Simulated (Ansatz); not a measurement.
Consider BP in the zinc blende structure (space group F-43m, No. 216; a = 4.548 Å).

Structures relaxed with PBE (Ansatz, an electronic-structure program, PAW, no SOC).

Base:

Simulated powder pattern, Cu Kα, λ = 1.54184 Å (kinematic, ideal powder, no thermal factors, no anomalous dispersion; the 8 strongest lines at most, above 2 %, up to 2θ = 90°):

```json
[
 {"2θ (°)": "34.14", "I/Imax (%)": "100", "hkl": "(111)"},
 {"2θ (°)": "39.63", "I/Imax (%)": "25", "hkl": "(200)"},
 {"2θ (°)": "57.29", "I/Imax (%)": "43", "hkl": "(220)"},
 {"2θ (°)": "68.41", "I/Imax (%)": "35", "hkl": "(311)"},
 {"2θ (°)": "71.91", "I/Imax (%)": "5.8", "hkl": "(222)"},
 {"2θ (°)": "85.37", "I/Imax (%)": "7.1", "hkl": "(400)"}
]
```

Now apply this change: the cell is scaled by 0.9700 in all directions; the atoms relax in the strained cell.

After the change:

Simulated powder pattern, Cu Kα, λ = 1.54184 Å (kinematic, ideal powder, no thermal factors, no anomalous dispersion; the 8 strongest lines at most, above 2 %, up to 2θ = 90°):

```tsv
2θ (°)	I/Imax (%)	hkl
35.23	100	(111)
40.91	25	(200)
59.24	42	(220)
70.84	35	(311)
74.50	5.8	(222)
88.68	7.3	(400)
```

The indices refer to the base's conventional cell; one index is shown for lines that coincide.

No phonon test of stability was made.
